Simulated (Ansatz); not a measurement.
Consider CdS in the wurtzite structure (space group P6_3mc, No. 186; a = 4.123 Å, c = 6.711 Å). Axes: x lies along a and z along c of the hexagonal cell.

Now apply this change: uniaxial stress, 1 GPa tension along z, with the cell and atoms free to relax against it.

The values are results of DFT with PBEsol, PAW potentials and a 420 eV plane-wave cutoff in Ansatz (an electronic-structure program), scalar-relativistic without spin-orbit coupling, not measurements.

Base, band edges from the VBM (valence, conduction): K -1.70, 4.48; H -1.15, 4.30; M -0.78, 3.63; L -1.37, 3.35; A -0.40, 2.76; Γ 0.00, 1.09 eV.

Q: Give the band edges at the high-symmetry points of the new zone, measured from its valence-band maximum.

A: 
| point | valence edge (eV) | conduction edge (eV) |
|---|---|---|
| Γ | 0.00 | 1.04 |
| M | -0.76 | 3.57 |
| K | -1.70 | 4.37 |
| A | -0.39 | 2.76 |
| L | -1.35 | 3.28 |
| H | -1.23 | 4.19 |

The gap is 1.04 eV, direct at Γ.

Load acts through the strain it causes; cell and atoms are relaxed under it. Gaps are read on the SCF mesh and a high-symmetry path. Stability under load was not tested beyond the relaxation.
